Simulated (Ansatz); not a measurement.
The starting structures come from a database of crystals and need not be the phases stable at ambient conditions.

# Evanescent states of K$_{4}$Br$_{2}$O (I4/mmm, not sure to be the ambient phase, 7 atoms a cell, 31.2 Å³ an atom) along the normal of (100)

All values below come from r2SCAN (plane waves, PAW; Ansatz, a program for electronic structure).

The gap is the functional's own. No spin-orbit coupling. Mid-gap values are interpolated on the energy grid.

Energies count from the valence-band top; κ is the least over a 6×2 mesh across the current.

```json
[
 {"E (eV)": "0.04", "κ (1/Å)": "0.079", "where": "Γ"},
 {"E (eV)": "0.12", "κ (1/Å)": "0.133", "where": "Γ"},
 {"E (eV)": "0.20", "κ (1/Å)": "0.166", "where": "Γ"},
 {"E (eV)": "0.28", "κ (1/Å)": "0.190", "where": "Γ"},
 {"E (eV)": "0.36", "κ (1/Å)": "[?]", "where": "Γ"},
 {"E (eV)": "0.44", "κ (1/Å)": "[?]", "where": "Γ"},
 {"E (eV)": "0.52", "κ (1/Å)": "[?]", "where": "Γ"},
 {"E (eV)": "0.60", "κ (1/Å)": "[?]", "where": "Γ"},
 {"E (eV)": "0.68", "κ (1/Å)": "[?]", "where": "Γ"},
 {"E (eV)": "0.76", "κ (1/Å)": "[?]", "where": "Γ"},
 {"E (eV)": "0.84", "κ (1/Å)": "[?]", "where": "Γ"},
 {"E (eV)": "0.92", "κ (1/Å)": "[?]", "where": "Γ"},
 {"E (eV)": "1.00", "κ (1/Å)": "[?]", "where": "Γ"},
 {"E (eV)": "1.08", "κ (1/Å)": "0.172", "where": "Γ"},
 {"E (eV)": "1.16", "κ (1/Å)": "0.151", "where": "Γ"},
 {"E (eV)": "1.24", "κ (1/Å)": "0.125", "where": "Γ"},
 {"E (eV)": "1.32", "κ (1/Å)": "0.089", "where": "Γ"}
]
```

Some entries are withheld; supply them.


- 0.36, κ (1/Å): 0.207
- 0.44, κ (1/Å): 0.220
- 0.52, κ (1/Å): 0.227
- 0.60, κ (1/Å): 0.229
- 0.68, κ (1/Å): 0.228
- 0.76, κ (1/Å): 0.223
- 0.84, κ (1/Å): 0.214
- 0.92, κ (1/Å): 0.203
- 1.00, κ (1/Å): 0.189
